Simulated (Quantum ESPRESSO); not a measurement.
Worked example: self-consistent single point of MgSc3Ru2 (P4/mmm, 6 atoms in the cell) in Quantum ESPRESSO.

Method of the run: PBEsol, PseudoDojo standard norm-conserving (PBESOL) pseudopotentials (plane waves; Quantum ESPRESSO).

The change in words: lattice scaled by 0.98. Reference geometry:
```xyz
6
Lattice="3.2680 0.0000 0.0000 0.0000 3.2680 0.0000 0.0000 0.0000 10.9243" Properties=species:S:1:pos:R:3 pbc="T T T"
Mg     1.6340     1.6340     5.4621
Sc     0.0000     0.0000     0.0000
Sc     0.0000     0.0000     7.8059
Sc     0.0000     0.0000     3.1183
Ru     1.6340     1.6340     9.2568
Ru     1.6340     1.6340     1.6675
```

Reference input (self-consistent single point, DFT, PBEsol, plane waves, PseudoDojo standard norm-conserving (PBESOL) pseudopotentials): ecutwfc = 85 Ry; occupations = smearing; smearing = fd; degauss = 0.0073499 Ry; potentials = {Mg: Mg.upf, Sc: Sc.upf, Ru: Ru.upf}; K_POINTS = automatic 7 7 3 0 0 0; conv_thr = 1e-10 Ry; mixing_beta = 0.3. This run's input differs from it in these lines:

```diff
@@ -10,4 +10,4 @@
    ibrav = 6
-   celldm(1) = 6.17560797
-   celldm(3) = 3.3428106136
+   celldm(1) = 6.05209547
+   celldm(3) = 3.3428109576
    nat = 6
@@ -28,8 +28,8 @@
 ATOMIC_POSITIONS {alat}
-Mg    0.50000000    0.50000000    1.67140531
+Mg    0.50000000    0.50000000    1.67140548
 Sc    0.00000000    0.00000000    0.00000000
-Sc    0.00000000    0.00000000    2.38860532
-Sc    0.00000000    0.00000000    0.95420529
-Ru    0.50000000    0.50000000    2.83256400
-Ru    0.50000000    0.50000000    0.51024661
+Sc    0.00000000    0.00000000    2.38860557
+Sc    0.00000000    0.00000000    0.95420539
+Ru    0.50000000    0.50000000    2.83256429
+Ru    0.50000000    0.50000000    0.51024667
 K_POINTS {automatic}
```

Output, abridged:

```
     Self-consistent Calculation

     iteration #  1     ecut=    85.00 Ry     beta= 0.30

     total energy              =    -812.31674278 Ry
     estimated scf accuracy    <       1.57866206 Ry

     iteration #  2     ecut=    85.00 Ry     beta= 0.30

     total energy              =    -811.46310964 Ry
     estimated scf accuracy    <      25.11132982 Ry

     iteration #  3     ecut=    85.00 Ry     beta= 0.30

     total energy              =    -812.82147058 Ry
     estimated scf accuracy    <       0.54582371 Ry

   [... 13 blocks of this kind left out ...]

     iteration # 17     ecut=    85.00 Ry     beta= 0.30

     total energy              =    -812.86364490 Ry
     estimated scf accuracy    <          3.8E-10 Ry

     iteration # 18     ecut=    85.00 Ry     beta= 0.30
     End of self-consistent calculation

     the Fermi energy is    12.9946 ev

!    total energy              =    -812.86364490 Ry
     estimated scf accuracy    <          6.3E-11 Ry
     smearing contrib. (-TS)   =      -0.00846600 Ry
     internal energy E=F+TS    =    -812.85517890 Ry

     convergence has been achieved in  18 iterations

     Forces acting on atoms (cartesian axes, Ry/au):

     atom    1 type  1   force =     0.00000000    0.00000000    0.00000000
     atom    2 type  2   force =     0.00000000    0.00000000    0.00000000
     atom    3 type  2   force =     0.00000000    0.00000000   -0.00163380
     atom    4 type  2   force =     0.00000000    0.00000000    0.00163380
     atom    5 type  3   force =     0.00000000    0.00000000    0.00211126
     atom    6 type  3   force =     0.00000000    0.00000000   -0.00211126

     Total force =     0.003775     Total SCF correction =     0.000054

          total   stress  (Ry/bohr**3)                   (kbar)     P=        7.89
   0.00006771   0.00000000   0.00000000            9.96        0.00        0.00
   0.00000000   0.00006771   0.00000000            0.00        9.96        0.00
   0.00000000   0.00000000   0.00002551            0.00        0.00        3.75

   JOB DONE.
```

The run converged in 18 iterations. Against the reference run the free energy drops by 17.7 meV/atom, the pressure goes from -5.44 to 0.79 GPa and the largest force goes from 0.407 to 0.054 eV/Å. The full log also holds: “c_bands:  3 eigenvalues not converged”.

The starting cell comes from a database of computed structures (which also holds hypothetical and non-ambient phases and stackings), without a prior relaxation at this level. Its lattice was rescaled by a random factor within 2.5 % of one. For this run, on top of that: lattice scaled by 0.98. Spin polarisation is off.

Cost on one core of a shared machine: roughly 6 min.
